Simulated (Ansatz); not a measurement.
# Convergence study of zone-centre phonons against the mesh for CdAu (Pm-3m, 2 atoms in the cell)

```xyz
2
Lattice="3.3509 0.0000 0.0000 0.0000 3.3509 0.0000 0.0000 0.0000 3.3509" Properties=species:S:1:pos:R:3 pbc="T T T"
Cd     0.0000     0.0000     0.0000
Au     1.6754     1.6754     1.6754
```

Method: LDA (PW92), default PAW files made with PBE (plane waves; Ansatz, a first-principles code).

Base settings: basis.ecutwfc = 30.9 Ry; kpoints.mp_grid.grid = 10 10 10; hamiltonian.xc = lda; hamiltonian.pseudopotentials = {kind: paw} (the program's default PAW files); scf.occupations.method = fermi_dirac; scf.occupations.width = 0.0073 Ry.

In this ladder: phonons.method = dfpt.

Frequencies are those of the unrelaxed cell, without the LO-TO term of polar crystals.

Only quantities that move along the ladder and can be compared are tabulated.

Core times come from one kind of shared machine, to one figure; runs under 30 s give none.

The starting cell comes from a database of computed structures (which also holds hypothetical and non-ambient phases and stackings), without a prior relaxation at this level. Its lattice was rescaled by up to half a per cent. In the base run, with a pressure of about -7 GPa the cell is away from its equilibrium volume at this level.

Steps (kpoints.mp_grid.grid): 3 3 3; 4 4 4; 5 5 5; 6 6 6; 8 8 8; 9 9 9; 12 12 12; 14 14 14; 18 18 18; 22 22 22.

**Question.** What is the coarsest kpoints.mp_grid.grid that holds the highest zone-centre frequency within 5 cm⁻¹ of the last step, with all finer ones?

**Answer.** 5 5 5; the step before is off by 6.3 cm⁻¹.

```csv
kpoints.mp_grid.grid,highest zone-centre frequency (cm⁻¹),core time / last (rough)
3 3 3,109.4,–
4 4 4,97.3,–
5 5 5,105.0,–
6 6 6,101.6,–
8 8 8,104.0,–
9 9 9,104.2,–
12 12 12,103.6,0.1
14 14 14,103.7,0.2
18 18 18,103.6,0.4
22 22 22,103.6,1
```

Keys are those of Ansatz 0.2.
